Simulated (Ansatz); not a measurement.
MgS under a change: pressure −2 GPa

Start from MgS in the rock salt structure (space group Fm-3m, No. 225; a = 5.2031 Å).

Modification: a negative pressure, −2 GPa.

Method: DFT with r2SCAN, PAW potentials and a 500 eV plane-wave cutoff in Ansatz (a quantum-chemistry and plane-wave program), no SOC. Settings: 11×11×11 k-points, 0.05 eV Fermi–Dirac smearing.

- Volume per atom: 18.08 Å³ (base 17.61 Å³)
- Density: 2.59 g/cm³ (base 2.66 g/cm³)
- Lattice parameter a: 524.9 pm (base 520.3 pm)
- Shortest interatomic distance: 262.5 pm (base 260.2 pm)
- Enthalpy H = E + PV relative to the base's energy: -0.22 eV/atom
- Band gap: 3.41 eV (base 3.46 eV)
- Gap character: indirect, Γ → X (base indirect, Γ → X)
- Smallest direct gap: 4.42 eV (base 4.64 eV)
- Mean gap deformation potential ΔEg/Δln V: -2.1 eV
- Electron mass: 0.52 mₑ along k, 0.30 mₑ across (at X) (base 0.53 mₑ along k, 0.31 mₑ across (at X))
- Hole mass (degenerate bands, along [100]): 0.28, 0.96, 0.96 mₑ (at Γ) (base 0.28, 0.93, 0.93 mₑ (at Γ))
- Valley order (the lowest conduction-band minima on the path, energy above the VBM, named in the base's zone): X along ⟨100⟩ 3.41 eV; Γ 4.42 eV (base X along ⟨100⟩ 3.46 eV; Γ 4.64 eV)

Final structure:

```
MgS
1.0
    0.00000     2.62454     2.62454
    2.62454     0.00000     2.62454
    2.62454     2.62454     0.00000
S Mg
1 1
Direct
  0.00000   0.00000   0.00000
  0.50000   0.50000   0.50000
```

Cost of the whole job for the changed cell (relaxation, final SCF and bands): roughly 17 core-seconds.

Load acts through the strain it causes; cell and atoms are relaxed under it. Masses are band curvatures over ±0.01 Å⁻¹ around the edge. Along k means along the line from Γ to the band edge. Stability against distortions was not tested.
